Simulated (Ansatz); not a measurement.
The starting structures come from a database of crystals and need not be the phases stable at ambient conditions.

By PBEsol, the system below comes out a metal.

The ballistic (Sharvin) conductance counts the channels at the Fermi level: G/A = (e²/h) × channels of both spins per area.

Data:

```xyz
10
Lattice="6.6159 0.0000 0.0000 0.0000 6.6159 0.0000 0.0000 0.0000 3.3435" Properties=species:S:1:pos:R:3 pbc="T T T"
Si     5.7293     2.4214     0.0000
Si     0.8865     4.1944     0.0000
Si     4.1944     5.7293     0.0000
Si     2.4214     0.8865     0.0000
W      3.3079     3.3079     0.0000
W      0.0000     0.0000     0.0000
W      2.2504     5.5584     1.6718
W      4.3654     1.0575     1.6718
W      1.0575     2.2504     1.6718
W      5.5584     4.3654     1.6718
```

Space group of this cell: P4/mbm. The cell is taken as given; by PBEsol its mean pressure is -7.7 GPa.

The current flows along the normal of the first two printed cell vectors, the (001) plane of the conventional cell. No spin-orbit coupling; the value is a mean over 0.1 eV about the Fermi level.

Problem. State the ballistic conductance per area according to PBEsol run with Ansatz (an electronic-structure program).

Solution. 0.66 × 10¹⁵ S/m² for both spins.
